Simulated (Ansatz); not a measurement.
We consider 1T (CdI2-type) MgI2, described by LDA in Ansatz (PAW).

Numerical settings: plane-wave cutoff 520 eV, 12×12×6 k mesh (along the axes of the cell as run), Fermi–Dirac smearing 0.01 eV, scalar-relativistic PAW data made under PBE.

Cell (measured lattice):

```xyz
3
Lattice="-2.0768 -3.5972 0.0000 -2.0768 3.5972 0.0000 0.0000 0.0000 -6.8620" Properties=species:S:1:pos:R:3 pbc="T T T"
Mg     0.0000     0.0000     0.0000
I     -2.0768     1.1991    -1.6631
I     -2.0768    -1.1991    -5.1989
```

Problem. Predict the band gap and smallest direct gap on the k points sampled.

Solution. 
band gap: 3.33 eV
smallest direct gap on the k points sampled: 3.42 eV

Note: cell and atoms aren't relaxed at this level (largest force component 0.13 eV/Å, pressure -1.4 GPa).

Spin–orbit coupling is not included; with these elements it can move the gap by several tenths of an eV or more.

Cost on a shared machine: roughly 40 core-seconds.

Ansatz is an electronic-structure program.
